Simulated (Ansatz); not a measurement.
**Cs2MnCl6 (space group Fm-3m, No. 225; ferromagnetic; a cell from a computed database, its experimental status unchecked)**

```yaml
crystal:
  lattice:
    - [0.00000, 5.06071, 5.06071]
    - [5.06071, 0.00000, 5.06071]
    - [5.06071, 5.06071, 0.00000]
  atoms:
    - { symbol: Cs, position: [0.25000, 0.25000, 0.25000] }
    - { symbol: Cs, position: [0.75000, 0.75000, 0.75000] }
    - { symbol: Mn, position: [0.00000, 0.00000, 0.00000] }
    - { symbol: Cl, position: [0.77644, 0.22356, 0.22356] }
    - { symbol: Cl, position: [0.22356, 0.77644, 0.77644] }
    - { symbol: Cl, position: [0.22356, 0.77644, 0.22356] }
    - { symbol: Cl, position: [0.77644, 0.22356, 0.77644] }
    - { symbol: Cl, position: [0.22356, 0.22356, 0.77644] }
    - { symbol: Cl, position: [0.77644, 0.77644, 0.22356] }
```

Level of theory: PBEsol in Ansatz (plane waves to 420 eV, PAW, without spin-orbit coupling). Γ-centred 6×6×6 mesh, Fermi–Dirac width 0.05 eV.

```yaml
volume_per_atom: 28.80 Å³
density: 3.42 g/cm³
band_gap: 1.46 eV, indirect, Γ → X
electron_mass: 0.97 mₑ along k, 1.2 mₑ across
magnetic_state: ferromagnetic
total_energy: -2379.831 eV/atom (σ→0; compares only within this code and set-up)
```

Effective masses come from finite differences of ±0.01 Å⁻¹. Along k means along the line from Γ to the band edge. No phonon test of stability was made. No Hubbard U is applied and the magnetic state is the run's own (Cs2MnCl6 ferromagnetic); small cells can't hold the antiferromagnetic order that many such compounds have, so gaps and moments can be off. Where the two band edges lie in opposite spin channels, the gap is a spin-flip gap.

Ansatz is an electronic-structure program.
